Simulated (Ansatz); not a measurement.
# InSb (model structure, started from the BN type, Pm-3n, No. 223, 12 atoms in the cell)

Calculation: r²SCAN (Ansatz, an electronic-structure program, plane waves, PAW).

Run with plane-wave cutoff 560 eV, 4×4×4 k mesh, Fermi–Dirac smearing 0.01 eV, scalar-relativistic PAW data made under PBE.

Cell (relaxed with PBEsol):

```yaml
crystal:
  lattice:
    - [8.04474, 0.00000, 0.00000]
    - [0.00000, 8.04474, 0.00000]
    - [0.00000, 0.00000, 8.04474]
  atoms:
    - { symbol: In, position: [0.25000, 0.00000, 0.50000] }
    - { symbol: In, position: [0.50000, 0.25000, 0.00000] }
    - { symbol: In, position: [0.50000, 0.75000, 0.00000] }
    - { symbol: In, position: [0.75000, 0.00000, 0.50000] }
    - { symbol: In, position: [0.00000, 0.50000, 0.75000] }
    - { symbol: In, position: [0.00000, 0.50000, 0.25000] }
    - { symbol: Sb, position: [0.25000, 0.50000, 0.00000] }
    - { symbol: Sb, position: [0.00000, 0.25000, 0.50000] }
    - { symbol: Sb, position: [0.00000, 0.75000, 0.50000] }
    - { symbol: Sb, position: [0.75000, 0.50000, 0.00000] }
    - { symbol: Sb, position: [0.50000, 0.00000, 0.75000] }
    - { symbol: Sb, position: [0.50000, 0.00000, 0.25000] }
```

```json
{
 "band_gap": "0.04 eV"
}
```

Note: the relaxation could raise the start's symmetry but not lower it, so the cell can be a saddle point; cell and atoms aren't relaxed at this level (pressure 0.5 GPa).

Spin–orbit coupling is not included; it can close the smallest gap of 0.04 eV.

Static lattice: no zero-point or thermal effects.

The result took very roughly 2.7 core-minutes.

A model structure was made by putting elements into a prototype or built by hand; it is no filed structure, need not be a known phase, and can be a saddle point held by its symmetry.
